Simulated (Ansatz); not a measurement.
The starting structures come from a database of crystals and need not be the phases stable at ambient conditions.

 Where the default PAW files enter, the runs use the earlier of Ansatz's two default sets.

Tunnelling through a barrier is set by its complex band structure: the current falls as exp(−2κd) with the smallest κ.

Data:

```yaml
crystal:
  lattice:
    - [5.65090, 0.00000, 0.00000]
    - [1.73689, 5.37735, 0.00000]
    - [1.73689, 1.26423, 2.28033]
  atoms:
    - { symbol: Zn, position: [0.50000, 0.50000, 0.50000] }
    - { symbol: Zn, position: [0.00000, 0.00000, 0.00000] }
    - { symbol: F, position: [0.30314, 0.30314, 0.39372] }
    - { symbol: F, position: [0.69686, 0.69686, 0.60628] }
    - { symbol: F, position: [0.19686, 0.80314, 0.50000] }
    - { symbol: F, position: [0.80314, 0.19686, 0.50000] }
```

Space group of this cell: P4_2/mnm, rutile. The cell is taken as given.

Transport runs along the normal of the first two printed cell vectors, the (111) plane of the conventional cell.

The gap is the functional's own, uncorrected, and κ follows it; spin-orbit coupling is left out. Mid-gap values are interpolated between the computed energies.

Problem. Compute, with r2SCAN (Ansatz, a first-principles code), the band gap and the smallest decay constant κ at mid-gap.

Solution. Gap 4.27 eV on a 14×14×14 mesh; κ = 0.427 1/Å, at the zone centre.
